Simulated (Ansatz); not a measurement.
Adsorption energy and surface dipole of O on the 1x1 (111) surface of fcc Ni, ferromagnetic, one in a 1x1 cell, started at the site 'hollow Ni-Ni-Ni over Ni at depth 4.0 Å', worked from the runs' numbers; total energies count from the potentials' own zero.

Calculation: PBE (plane waves to 420 eV, PAW; Ansatz, an electronic-structure program).

Model: 5-atom slab, 6.0 Å thick at the start under the adsorbate (thin: gaps and levels are the slab's own), 14x14x1 mesh, Fermi-Dirac 0.1 eV, dipole correction, 2 atoms held, the rest relaxed; symmetry of the start imposed; spin-polarised, no spin-orbit, no U, no dispersion correction. At the end it is bonded to 3 Ni. In PBE it is, or lies within 0.03 eV of, the lowest of the starts that converged.

```tsv
quantity	value
slab with the adsorbate	-23923.398 eV
clean slab, same cell and mesh	-23357.584 eV
reference, ½ O2(g)	-564.968 eV
area of the cell	5.36 Å²
change of the step from the bottom to the top vacuum level	1.916 eV
```

Question: What is the adsorption energy against this reference?

Answer: E(slab + adsorbate) − E(slab) − E(reference) = -0.85 eV, so in this state the adsorbate is more stable than in the reference, at a coverage of 18.65 a nm².

Question: What dipole does adsorption add to the slab along the outward normal (Helmholtz relation, ε₀ = 0.005526 e/(V·Å))?

Answer: p = −ε₀·A·ΔV = -0.057 e·Å = -0.27 D; its negative end points to the vacuum, which raises the vacuum level.
